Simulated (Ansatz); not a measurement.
Output of an Ansatz run (abridged):

```
WARN ansatz: RAYON_NUM_THREADS=1 ignored (pool sized by the plan → 1); use --threads N
Pseudopotentials: kind: paw
Pseudopotential: Tl, paw, valence charge 13
Pseudopotential: Bi, paw, valence charge 15
Pseudopotential: S, paw, valence charge 6
Crystal: 4 atoms, lattice volume = 96.576 Å³
Basis set: ecut = 420 eV, 1891 PW (Γ)
Bands: 24, of which v1, the nominal top of the filled ones, is band 20 counted from 1 (19 counted from 0)
Symmetry: 16 space group operations
Space group: P4/mmm (ITA 123), of the structure as read, at distance tolerance 4.6e-5 Å
k-points: 60 of 384
PAW frozen core: Tl, regenerated for the run's functional, and the local potential with it
PAW frozen core: Bi, regenerated for the run's functional, and the local potential with it
PAW frozen core: S, regenerated for the run's functional, and the local potential with it
Initial density: superposition of atomic densities (neutral atoms: chi_scale 0, normalization atom), corrected by the library's trained network
Initial wavefunctions: pseudopotential atomic-orbital guess
Eigensolver: davidson
Functional: x = slater, c = lda
SCF iter   1: F=—  HF=-24972.613022 eV  |F-HF|=—  |Δ(HF+E_count)|=         —  Δρ=9.92e-3  dr2=2.72e-1  ethr=1.77e-3  ⟨swp⟩=6.1  Hψ=6820  notcnv=0
all-band conjugate gradients solve this SCF's bands
preconditioner: auto → Kerker (q_TF=auto, 2.356 Å⁻¹)
SCF iter   2: F=—  HF=-24972.566586 eV  |F-HF|=—  |Δ(HF+E_count)|=   4.64e-2  Δρ=3.78e-3  dr2=3.44e-2  ethr=6.80e-4  ⟨swp⟩=1.2  Hψ=1948  notcnv=0
SCF iter   3: F=—  HF=-24972.559430 eV  |F-HF|=—  |Δ(HF+E_count)|=   7.16e-3  Δρ=1.06e-3  dr2=2.45e-3  ethr=8.61e-5  ⟨swp⟩=1.1  Hψ=1445  notcnv=0
SCF iter   4: F=—  HF=-24972.558823 eV  |F-HF|=—  |Δ(HF+E_count)|=   6.07e-4  Δρ=2.69e-4  dr2=1.33e-4  ethr=6.13e-6  ⟨swp⟩=1.6  Hψ=1516  notcnv=0
SCF iter   5: F=—  HF=-24972.558805 eV  |F-HF|=—  |Δ(HF+E_count)|=   1.81e-5  Δρ=8.60e-5  dr2=1.39e-5  ethr=3.32e-7  ⟨swp⟩=2.0  Hψ=1758  notcnv=0
SCF iter   6: F=—  HF=-24972.558809 eV  |F-HF|=—  |Δ(HF+E_count)|=   4.24e-6  Δρ=2.32e-5  dr2=7.34e-7  ethr=3.47e-8  ⟨swp⟩=2.4  Hψ=2052  notcnv=0
SCF iter   7: F=-24972.558809 eV  HF=-24972.558809 eV  |F-HF|=3.35e-8  |Δ(HF+E_count)|=   1.09e-7  Δρ=5.53e-6  dr2=5.31e-8  ethr=2.50e-10  ⟨swp⟩=6.5  Hψ=7555  notcnv=0
SCF 1 converged in 7 iterations: F = -24972.558809 eV  dr2 = 5.31e-8
SCF converged after 7 iterations
Free energy (F): -24972.558809 eV
Harris-Foulkes:  -24972.558809 eV  (|F-HF|=3.35e-8)
Internal energy: -24972.551326 eV  (E = F + TS)
E sigma→0 (E₀):  -24972.555068 eV
Entropy (-TS):   -0.007483 eV (-1.871 meV/atom)
Fermi energy:    9.321553 eV
--- Per-component energies (eV) ---
  E_band       = -90.943643
  E_kinetic    = 849.593719
  E_local      = -2605.469885  (includes V_loc(G=0)·N_el)
  E_nonlocal   = 947.048164
  E_hartree    = 878.514944
  E_xc         = -572.505100
  E_vxc        = -463.761810  (∫ρ·V_xc dr)
  E_paw        = -21358.499798  (= ΣΔE_a)
  E_vpaw       = -575.386565  (= ΣTr[D̂ρ^β])
  E_aug_tail   = -0.000499  (compensation charges beyond the density's cutoff)
  E_ewald      = -3111.392821
  E_core_change = 0.159949  (= ΣΔE_core)
  E_smearing   = -0.007483  (= −TS)
  E_closure    = 0.000000  (closes the sum)
  Σ components = -24972.558809   (vs F -24972.558809, Δ=0.00e0)
--- Forces (eV/Å), atoms counted from 1 ---
  atom   1  Tl     0.00000000     0.00000000     0.00000000
   [... zero for the other atoms too ...]
  max |Σ_I F_I| component: 6.31e-30 eV/Å
--- Stress (GPa, compression-positive) ---
       -0.366846       0.000000       0.000000
        0.000000      -0.366846       0.000000
        0.000000       0.000000      -1.300984
  P = ⅓ Tr σ = -0.6782 GPa (-6.782 kbar)
  The stress holds the Pulay correction. Without it, at fixed plane waves, as pw.x and ABINIT print it: P = -0.7058 GPa
--- Band table (eV; the first three rows and the last of 60) ---
  k-point 0: bands = ["-14.0924", "-14.0726", "-14.0694", "-14.0380", "-14.0380", "-5.4233", "-3.6220", "-1.5394", "-1.4549", "-1.4248", "-1.4248", "-1.0413", "0.1639", "3.2984", "5.0259", "5.0259", "5.2054", "6.7326", "6.9066", "6.9066", "12.5802", [...]
  k-point 1: bands = ["-14.0924", "-14.0726", "-14.0684", "-14.0380", "-14.0380", "-5.3504", "-3.6832", "-1.5393", "-1.4550", "-1.4274", "-1.4274", "-1.1867", "0.0518", "3.6881", "4.9835", "5.0914", "5.0914", "6.8323", "6.8323", "7.4145", "12.4662", [...]
  k-point 2: bands = ["-14.0924", "-14.0726", "-14.0666", "-14.0381", "-14.0381", "-5.1717", "-3.8561", "-1.5392", "-1.4550", "-1.4326", "-1.4326", "-1.4116", "-0.1336", "3.8599", "5.2436", "5.2436", "5.7154", "6.6610", "6.6610", "8.3336", [...]
  k-point 59: bands = ["-14.1129", "-14.0468", "-14.0453", "-14.0453", "-14.0407", "-3.7032", "-3.3384", "-1.8110", "-1.5644", "-1.4961", "-1.4961", "-1.3112", "-0.6868", "3.4000", "3.4991", "3.4991", "4.9534", "4.9534", "7.5930", "8.9711", [...]
```

The structure:

```xyz
4
Lattice="4.0876 0.0000 0.0000 0.0000 4.0876 0.0000 0.0000 0.0000 5.7801" Properties=species:S:1:pos:R:3 pbc="T T T"
Tl     0.0000     0.0000     0.0000
Bi     2.0438     2.0438     2.8900
S      0.0000     0.0000     2.8900
S      2.0438     2.0438     0.0000
```

Q: What input produced this log?

A: Other spellings and defaults could give the same log, and not every line can be read from it. The input that was run (DFT, LDA (PW92), plane waves, default PAW files made with PBE):

Ansatz 0.2 input:
```yaml
crystal:
  lattice:
    - [4.087590, 0.000000, 0.000000]
    - [0.000000, 4.087590, 0.000000]
    - [0.000000, 0.000000, 5.780061]
  atoms:
    - { symbol: Tl, position_ang: [0.000000, 0.000000, 0.000000] }
    - { symbol: Bi, position_ang: [2.043795, 2.043795, 2.890030] }
    - { symbol: S, position_ang: [0.000000, 0.000000, 2.890030] }
    - { symbol: S, position_ang: [2.043795, 2.043795, 0.000000] }
basis:
  ecutwfc: 420.0
kpoints:
  mp_grid: { grid: [8, 8, 6] }
hamiltonian:
  xc: lda
  pseudopotentials: { kind: paw }
scf:
  occupations: { method: gaussian, width: 0.1 }
output:
  forces: true
  eigenvalues: true
  stress: true
```

The starting cell comes from a database of computed structures (which also holds hypothetical and non-ambient phases and stackings), without a prior relaxation at this level. Its lattice was rescaled by a random factor within 2.5 % of one. Spin-orbit coupling is off. Ansatz's pressure includes its estimate of the finite-basis (Pulay) stress. The run gives no clean gap (levels at the Fermi energy touch, overlap or are partly filled at this smearing), which alone does not show that the compound is a metal.

Ansatz is an electronic-structure program.
